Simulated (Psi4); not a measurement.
Psi4 1.11, PBE0/def2-svp, scf_type pk: C[SiH2]/C=C/[SiH2]F, 15 atoms. The geometry is a generated start, not checked to be a minimum at this level.

task: energy
method: pbe0
basis: def2-svp
scf_type: pk
guess: auto, which took SAD (default)
diis_max_vecs: 10 (default)
scf_initial_accelerator: adiis (default)
e_convergence: 1e-06 (default)
d_convergence: 1e-06 (default)
dft_radial_points: 75 (default)
dft_spherical_points: 302 (default)
basis functions: 137
grid points: 320779

On 4 threads. Build: conda-forge: OpenMP (LLVM), MKL, Libint2. Each setting ran once; only counts and results are compared.

Values of memory tried: 8 GB, 4 GB, 2 GB, 1 GB, 0.5 GB, 0.3 GB.

Q: What happens as the memory setting falls?

A: It runs down to 0.3 GB, the lowest tried, with the same result. At 8 GB: SCF: PK in core. From 1 GB down: SCF: PK on disk.

```
memory             path  peak memory
------  ---------------  -----------
8 GB    SCF: PK in core      1.7 GiB
4 GB    SCF: PK in core      1.1 GiB
2 GB    SCF: PK in core      1.0 GiB
1 GB    SCF: PK on disk     0.87 GiB
0.5 GB  SCF: PK on disk     0.56 GiB
0.3 GB  SCF: PK on disk     0.46 GiB
```

Peak memory is the kernel's count for the largest process, libraries included and scratch files not. The peak passes the setting at 0.5 GB, 0.3 GB: it is no hard cap.
